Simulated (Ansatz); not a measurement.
The starting structures come from a database of crystals and need not be the phases stable at ambient conditions.

By PBEsol, the system below comes out a metal.

A figure of merit of an interconnect metal is its ballistic conductance per area.

Consider the following.

```
LiPb
1.0
    3.52626     0.00000     0.00000
    0.00000     4.98688     0.00000
    0.00000     2.49344     2.49344
Li Pb
1 1
Cartesian
  0.00000   0.00000   0.00000
  1.76313   2.49344   0.00000
```

Space group of this cell: Pm-3m, CsCl type. The cell is taken as given.

The current flows along the normal of the first two printed cell vectors, the (110) plane of the conventional cell. No spin-orbit coupling; the value is a mean over 0.1 eV about the Fermi level.

**Question.** State the ballistic conductance per area according to Ansatz (an electronic-structure program) with PBEsol.

**Answer.** 0.89 × 10¹⁵ S/m² for both spins.
